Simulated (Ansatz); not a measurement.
# The (11-21) surface of hexagonal WC in its 1x1 cell (cut with top plane W, bottom plane C), outermost plane spacing 0.65 Å in the ideal cut

These are r2SCAN, at the PBE geometry (plane waves to 500 eV, PAW; Ansatz, a program for electronic structure) values and carry that method's errors.

Model: 18-atom slab, C9W9, 11.0 Å thick at the start, 10x10x1 mesh, Fermi-Dirac 0.1 eV, dipole correction, single point; no symmetry held, on the structure that PBE left; no spin, no spin-orbit, no U.

```yaml
surface energy (mean of two unlike faces): 4.55 J/m²
work_function_of_the_top_face: 3.54 eV
cost: about 9 core-minutes (a rough figure)
```
